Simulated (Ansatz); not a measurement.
The parent structure is SnSe2 in the CdI2 type structure (space group P-3m1, No. 164; layered, stacked along the Cartesian z axis).

```cif
data_Se2Sn
_chemical_formula_sum 'Sn1 Se2'
_space_group_name_H-M_alt 'P-3m1'
_space_group_IT_number 164
_space_group_name_Hall '-P 3 2"'
_cell_length_a 3.84028
_cell_length_b 3.84028
_cell_length_c 6.00569
_cell_angle_alpha 90.000
_cell_angle_beta 90.000
_cell_angle_gamma 120.000
loop_
_atom_site_label
_atom_site_type_symbol
_atom_site_symmetry_multiplicity
_atom_site_Wyckoff_symbol
_atom_site_fract_x
_atom_site_fract_y
_atom_site_fract_z
_atom_site_occupancy
Sn1 Sn 1 a 0.00000 0.00000 0.00000 1
Se1 Se 2 d 0.33333 0.66667 0.26533 1
```

Levels (all Ansatz, a quantum-chemistry and plane-wave program, PAW): PBE-D3(BJ) (420 eV, no SOC); r2SCAN (500 eV, scalar-relativistic without spin-orbit coupling); HSE06 (420 eV, no SOC); PBE+SOC (420 eV, spin-orbit coupling included).

Levels that relaxed their own cell: PBE-D3(BJ).

```
level       band gap  lattice parameter c
----------  --------  -------------------
PBE-D3(BJ)   0.36 eV              6.006 Å
r2SCAN       0.64 eV                    –
HSE06        0.98 eV                    –
PBE+SOC      0.34 eV                    –
```

### Question
From these computed values, estimate the measured ones, and say how each level misses.

### Answer
Measured: band gap 0.98 eV (temperature not stated; as listed in Joseph M. Gonzalez, Ivan I. Oleynik, Phys. Rev. B (2016)); lattice parameter c 6.14 Å (temperature not stated; as listed in Joseph M. Gonzalez, Ivan I. Oleynik, Phys. Rev. B (2016)). Computed minus measured — band gap: PBE-D3(BJ) -0.62 eV, r2SCAN -0.34 eV, HSE06 +0.00 eV, PBE+SOC -0.64 eV (closest: HSE06); lattice parameter c: PBE-D3(BJ) -2.2 %. Measured values not marked as corrected hold thermal and zero-point effects that the static-lattice runs lack. A measured gap can be an optical one, lowered by exciton binding. Levels without spin-orbit coupling miss its effect on the gap.

Single points use the geometry relaxed with PBE-D3(BJ). HSE06 gaps are upper bounds (no full band path). Differences between runs with and without spin-orbit coupling are approximate. Whether these cells are dynamically stable was not tested.
